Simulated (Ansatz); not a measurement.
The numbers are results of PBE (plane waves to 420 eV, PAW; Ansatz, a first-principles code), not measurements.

Plane-averaged electrostatic potential energy along the normal, in eV from the Fermi level, for the (0001) surface of wurtzite CdSe, Cd-terminated, Br on every top atom (bottom of the slab: 2 H on 4 bottom sites):

| z (Å) | V (eV) |
|---|---|
| 4.15 | 5.42 |
| 4.44 | 5.42 |
| 4.74 | 5.42 |
| 5.04 | 5.42 |
| 5.33 | 5.42 |
| 5.63 | 5.42 |
| 5.93 | 5.42 |
| 6.22 | 5.42 |
| 6.52 | 5.42 |
| 6.81 | 5.41 |
| 7.11 | 5.39 |
| 7.41 | 5.34 |
| 7.70 | 5.21 |
| 8.00 | 4.92 |
| 8.30 | 4.08 |
| 8.59 | 2.92 |
| 8.89 | 2.04 |
| 9.19 | 0.55 |
| 9.48 | -1.10 |
| 9.78 | -2.99 |
| 10.07 | -4.36 |
| 10.37 | -4.49 |
| 10.67 | -3.69 |
| 10.96 | -1.60 |
| 11.26 | 0.67 |
| 11.56 | 2.88 |
| 11.85 | 3.89 |
| 12.15 | 3.79 |
| 12.44 | 2.08 |
| 12.74 | 0.13 |
| 13.04 | -1.15 |
| 13.33 | -2.99 |
| 13.63 | -4.67 |
| 13.93 | -4.85 |
| 14.22 | -3.13 |
| 14.52 | -1.31 |
| 14.81 | 0.79 |
| 15.11 | 2.98 |
| 15.41 | 4.03 |
| 15.70 | 3.97 |
| 16.00 | 2.32 |
| 16.30 | 0.35 |
| 16.59 | -0.87 |
| 16.89 | -2.57 |
| 17.19 | -4.33 |
| 17.48 | -4.70 |
| 17.78 | -3.17 |
| 18.07 | -1.47 |
| 18.37 | 0.55 |
| 18.67 | 2.79 |
| 18.96 | 4.05 |
| 19.26 | 4.13 |
| 19.56 | 2.67 |
| 19.85 | 0.68 |
| 20.15 | -0.46 |
| 20.44 | -1.81 |
| 20.74 | -3.63 |
| 21.04 | -4.32 |
| 21.33 | -3.14 |
| 21.63 | -1.66 |
| 21.93 | 0.26 |
| 22.22 | 2.68 |
| 22.52 | 4.58 |
| 22.81 | 5.15 |
| 23.11 | 4.21 |
| 23.41 | 0.69 |
| 23.70 | -2.28 |
| 24.00 | -2.74 |
| 24.30 | -0.55 |
| 24.59 | 3.46 |
| 24.89 | 6.07 |
| 25.19 | 6.89 |
| 25.48 | 7.22 |
| 25.78 | 7.35 |
| 26.07 | 7.40 |
| 26.37 | 7.42 |
| 26.67 | 7.42 |
| 26.96 | 7.43 |
| 27.26 | 7.43 |
| 27.56 | 7.43 |
| 27.85 | 7.43 |
| 28.15 | 7.43 |

Set-up: 38 atoms, 15.8 Å thick at the start with caps and adatoms; mesh 3x3x1; 0.025 eV smearing; dipole correction on; 8 atoms held, the rest relaxed; symmetry of the start imposed; no spin (no spin-polarised run to compare, though such a face may carry moments), no spin-orbit, no U. The slab shows no gap over 0.04 eV on its mesh. It is one candidate, not shown to be the stable structure of the face.

Question: The surface cell has an area of 66.54 Å². What dipole along the normal does the step between the two vacuum levels imply?

Answer: the top vacuum level lies 2.00 eV above the bottom one; p = −ε₀ A ΔV (ε₀ = 0.005526 e/(V·Å)) gives -0.74 e·Å a cell.
